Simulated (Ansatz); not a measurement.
This Ansatz (a program for electronic structure) input is the reference run, InSb in the zinc blende structure (space group F-43m, No. 216), computed with plane-wave PAW DFT at the LDA level (Ansatz, 420 eV), no spin-orbit coupling:

Ansatz 0.2 input:
```yaml
crystal:
  lattice:
    - [0, 3.2248457167, 3.2248457167]
    - [3.2248457167, 0, 3.2248457167]
    - [3.2248457167, 3.2248457167, 0]
  atoms:
    - { symbol: In, position: [0, 0, 0] }
    - { symbol: Sb, position: [0.25, 0.25, 0.25] }
basis: { ecutwfc: 420, ecutrho_ratio: 4, xc_grid: 2, fft_grid_basis: typed }
kpoints: { mp_grid: { grid: [13, 13, 13] } }
hamiltonian:
  xc: lda
  dispersion: none
  pseudopotentials: { kind: paw }
scf: { occupations: { method: fermi_dirac, width: 0.05 }, convergence: { dr2_threshold: 0.0000000002 } }
output: { forces: true, stress: true }
checkpoint: { write: state.ck, write_every: 1000 }
```

### Question
Write the input for this change: the cell is scaled by 0.9800 in all directions, atoms relaxed at fixed cell.

### Answer
Ansatz 0.2 input:
```yaml
crystal:
  lattice:
    - [0, 3.1603488024, 3.1603488024]
    - [3.1603488024, 0, 3.1603488024]
    - [3.1603488024, 3.1603488024, 0]
  atoms:
    - { symbol: In, position: [0, 0, 0] }
    - { symbol: Sb, position: [0.25, 0.25, 0.25] }
basis: { ecutwfc: 420, ecutrho_ratio: 4, xc_grid: 2, fft_grid_basis: typed }
kpoints: { mp_grid: { grid: [13, 13, 13] } }
hamiltonian:
  xc: lda
  dispersion: none
  pseudopotentials: { kind: paw }
scf: { occupations: { method: fermi_dirac, width: 0.05 }, convergence: { dr2_threshold: 0.0000000002 } }
relax: { f_tol: 0.005, max_steps: 50 }
output: { forces: true, stress: true }
checkpoint: { write: state.ck, write_every: 1000 }
```
This is the input that was run.

The cells carry an imposed strain or load. No phonon test of stability was made. All final runs are without spin polarisation.
